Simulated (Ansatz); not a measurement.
# Smallest direct gap on the k points sampled of BaInHO2 (model structure, started from the SrVO2H type, P4/mmm, No. 123, 5 atoms in the cell) at several levels of theory

No measured value is used here.

```json
[
 {"level (code)": "LDA (Ansatz)", "value (eV)": "1.08"},
 {"level (code)": "PBE (Ansatz)", "value (eV)": "1.35"},
 {"level (code)": "PBEsol (Ansatz)", "value (eV)": "1.20"},
 {"level (code)": "PBEsol+SOC (Ansatz)", "value (eV)": "1.21"},
 {"level (code)": "r²SCAN+SOC (Ansatz)", "value (eV)": "1.96"},
 {"level (code)": "HSE06 (Ansatz)", "value (eV)": "2.75"},
 {"level (code)": "HSE06+SOC (Ansatz)", "value (eV)": "2.75"}
]
```

At these levels the smallest gap is indirect and lower: LDA 0.58, PBE 0.85, PBEsol 0.72, PBEsol+SOC 0.72, r²SCAN+SOC 1.38, HSE06 2.09, HSE06+SOC 2.09 eV. Computed values are for a static lattice. Spin–orbit coupling is included only where a level's name says +SOC; with heavier elements it mostly lowers gaps and can invert bands.  Values are at the PBEsol cell. Cutoffs and k meshes differ between the levels. Ansatz's density-functional and Hartree–Fock values are scalar-relativistic unless marked +SOC, with PAW data made under PBE.

A model structure was made by putting elements into a prototype or built by hand; it is no filed structure, need not be a known phase, and can be a saddle point held by its symmetry.

Ansatz is a first-principles code.
